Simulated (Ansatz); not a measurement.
**V4GaS8: pressure series**

Take V4GaS8 (space group F-43m, No. 216; a = 9.509 Å) as the base.

Cell and atoms are relaxed at each pressure.

Level of theory: PBEsol (Ansatz, a program for electronic structure; PAW; 420 eV plane waves; no SOC).

Notes on the quantities. enthalpy: H = E + PV relative to the base's energy.

```json
[
 {"case": "base", "density": "4.09 g/cm³", "enthalpy": "–"},
 {"case": "pressure −2 GPa", "density": "4.00 g/cm³", "enthalpy": "-0.21 eV/atom"},
 {"case": "pressure −1 GPa", "density": "4.05 g/cm³", "enthalpy": "-0.10 eV/atom"},
 {"case": "pressure 0.3 GPa", "density": "4.11 g/cm³", "enthalpy": "+0.03 eV/atom"},
 {"case": "pressure 0.7 GPa", "density": "4.13 g/cm³", "enthalpy": "+0.07 eV/atom"},
 {"case": "pressure 1.5 GPa", "density": "4.16 g/cm³", "enthalpy": "+0.15 eV/atom"},
 {"case": "pressure 3 GPa", "density": "4.22 g/cm³", "enthalpy": "+0.30 eV/atom"},
 {"case": "pressure 5 GPa", "density": "4.30 g/cm³", "enthalpy": "+0.50 eV/atom"},
 {"case": "pressure 7.5 GPa", "density": "4.39 g/cm³", "enthalpy": "+0.75 eV/atom"},
 {"case": "pressure 10 GPa", "density": "4.48 g/cm³", "enthalpy": "+0.98 eV/atom"}
]
```

Load acts through the strain it causes; cell and atoms are relaxed under it. Stability against distortions was not tested. Competing high-pressure phases were not computed. Starting moments died away, wholly or in part, for the base; another magnetic solution may exist. The base started in R3m and relaxed to F-43m at this level. The final runs are not spin-polarised. An odd electron count without spin: V4GaS8.
